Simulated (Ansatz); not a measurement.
Consider the following.

```
CELL_PARAMETERS angstrom
     -1.59264     1.59264     3.92543
      1.59264    -1.59264     3.92543
      1.59264     1.59264    -3.92543
ATOMIC_POSITIONS crystal
  Si 0.66514 0.66514 0.00000
  Si 0.33486 0.33486 0.00000
  W  0.00000 0.00000 0.00000
```

No spin polarisation.

Method: DFT with LDA, PAW potentials and a 420 eV plane-wave cutoff in Ansatz (an electronic-structure program), without spin-orbit coupling. Γ-centred 25×25×25 mesh, Fermi–Dirac width 0.1 eV.

Predict the stress, space group and band gap.

The stress (xx, yy, zz, yz, xz, xy; compression positive) comes out as (-1.0, -1.0, -5.4, 0.0, 0.0, 0.0) GPa and the space group comes out as I4/mmm (No. 139). The band gap is zero.

The cells carry an imposed strain or load. Whether these cells are dynamically stable was not tested. All final runs are without spin polarisation. The cell was made from WSi2 (space group I4/mmm, No. 139) by this change: uniaxial strain ε_zz = +1.00 %.
